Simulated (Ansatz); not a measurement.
Given:

```
Ga2O3
1.0
    2.49230     1.43893     4.36181
   -2.49230     1.43893     4.36181
    0.00000    -2.87786     4.36181
Ga O
4 6
Cartesian
  0.00000   0.00000   4.66488
  0.00000   0.00000   1.87784
  0.00000   0.00000   8.42056
  0.00000   0.00000  11.20760
 -0.98081   1.43893   7.63317
 -0.75574  -1.56887   7.63317
  1.73656   0.12995   7.63317
  0.98081  -1.43893   5.45227
  0.75574   1.56887   5.45227
 -1.73656  -0.12995   5.45227
```

No spin polarisation.

Level of theory: Kohn–Sham DFT with the r2SCAN functional, run in Ansatz (a quantum-chemistry and plane-wave program) with PAW and 500 eV plane waves, no SOC. Settings: 8×8×8 k-points, 0.05 eV Fermi–Dirac smearing.

Problem. Predict the gap character and pressure.

Solution. The gap character comes out as indirect, Γ–S₀ (50 % along) → Γ. The pressure (mean of the normal stresses, compression positive) comes out as 6.14 GPa.

The cells carry an imposed strain or load. No phonon test of stability was made. The cell was made from Ga2O3 in the corundum structure (space group R-3c, No. 167) by this change: uniaxial strain ε_zz = −2.65 %.
